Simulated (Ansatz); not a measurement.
**BaTiO3: pressure series**

The parent structure is BaTiO3 (space group P4mm, No. 99; a = 3.9851 Å, c = 4.2043 Å).

Cell and atoms are relaxed at each pressure.

Levels (all Ansatz, a quantum-chemistry and plane-wave program, PAW, earlier PAW set): PBE (420 eV, no spin-orbit coupling); r2SCAN (500 eV, scalar-relativistic without spin-orbit coupling).

The base cell above is that of PBE; each level relaxes its own structures.

```
case              volume per atom, PBE  volume per atom, r2SCAN
----------------  --------------------  -----------------------
pressure −2 GPa               13.74 Å³                 13.23 Å³
pressure −1 GPa               13.52 Å³                 13.10 Å³
pressure 1.8 GPa              13.11 Å³                 12.79 Å³
pressure 4.2 GPa              12.84 Å³                 12.57 Å³
pressure 9 GPa                12.42 Å³                 12.22 Å³
pressure 18 GPa               11.87 Å³                 11.73 Å³
pressure 30 GPa               11.34 Å³                 11.24 Å³
pressure 45 GPa               10.81 Å³                 10.75 Å³
pressure 60 GPa               10.39 Å³                 10.34 Å³
```

PBE lies above r2SCAN in every row, by 0.05 Å³ to 0.50 Å³. They put the cases in the same order.

Load acts through the strain it causes; cell and atoms are relaxed under it. No phonon test of stability was made. No other phases were tried under pressure. All final runs are without spin polarisation. Along this pressure series the structure jumps between pressure 9 GPa and pressure 18 GPa; cells beyond that are another form of it.
